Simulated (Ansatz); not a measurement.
Amorphous Hf$_{18}$O$_{39}$Ga$_{2}$, 59 atoms at 8.70 g/cm³, one PBE-relaxed geometry, zone centre. Methods: PBE, scalar-relativistic without spin-orbit coupling (Ansatz, a quantum-chemistry and plane-wave program); r2SCAN, scalar-relativistic without spin-orbit coupling (Ansatz); HSE06, scalar-relativistic without spin-orbit coupling (Ansatz). Plane waves to 420 eV (r2SCAN 500 eV); exact exchange is cut at the cell's faces. All rungs ran without spin polarisation.

It comes from a melt-quench run on a machine-learned potential (CHGNet), relaxed afterwards by DFT. O atoms were pushed apart under 1.9 Å during the dynamics, to hinder bonds among them. The hot cell started wider than the set density and was brought back towards it in steps. It is the lowest in DFT energy of 2 quenches. It is a model cell: composition and starting density were chosen by hand, and all elements were melted together. No dispersion term was used. Its density started from a set value of 8.70 and ended at 8.70 g/cm³. The simulated quench (nominally 300 K/ps over its main leg) is rapid and tends to freeze in more defects than a deposited or slowly cooled glass has. One small periodic cell is one sample of the glass; other quenches scatter about these values. The volume was held where the preparation left it and the shape relaxed, at a PBE pressure of -2.3 GPa (tension). Stress components on the final sampling reach 2.4 GPa.

The relaxation ran on the zone centre alone. At PBE the gap is 3.80 eV on a 2×2×2 Γ-centred mesh, and the spacing at the zone centre alone 3.79 eV.

Problem. What zone-centre spacing does r2SCAN give, roughly?

Solution. 4.31 eV (+0.52 eV against PBE).

Problem. What zone-centre spacing does HSE06 give, roughly?

Solution. 5.40 eV (+1.60 eV against PBE).

The highest filled and the lowest empty state spread over these numbers of atoms (participation numbers): PBE: 12.3 and 36.6; r2SCAN: 11.9 and 37.9; HSE06: 12.0 and 39.7.
